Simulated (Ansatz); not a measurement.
## ZnSe under a change: electrons 2.0×10^21 cm⁻³

The reference is ZnSe in the zinc blende structure (space group F-43m, No. 216; a = 5.666 Å).

Modification: 0.0910 electrons added to each cell, a density of 2.0×10^21 cm⁻³, with a uniform compensating background at fixed cell and a 300 K Fermi–Dirac width.

The values are results of r2SCAN, PAW, 500 eV (Ansatz, a program for electronic structure; scalar-relativistic without spin-orbit coupling), earlier PAW set, not measurements. Settings: 23×23×23 k-points, 0.0259 eV Fermi–Dirac smearing.

The gap between the host's bands decreases by 0.04 eV (1.86 eV → 1.82 eV) and the gap character is still direct at Γ. The valley order (the lowest conduction-band minima on the path, energy above the VBM, named in the base's zone) goes from Γ 1.86 eV; L along ⟨111⟩ 3.05 eV; X along ⟨100⟩ 3.34 eV to Γ 1.82 eV; L along ⟨111⟩ 3.01 eV; X along ⟨100⟩ 3.28 eV and the Fermi level relative to the doped band's edge (positive inside the band; to 0.05 eV) comes out as +1.45 eV.

Carriers are added with a uniform compensating background; total energy and stress of such cells depend on the potential's zero and are not compared; many-body gap narrowing is missing at this level. Semilocal Kohn–Sham gaps tend to fall short of experiment. No phonon test of stability was made.
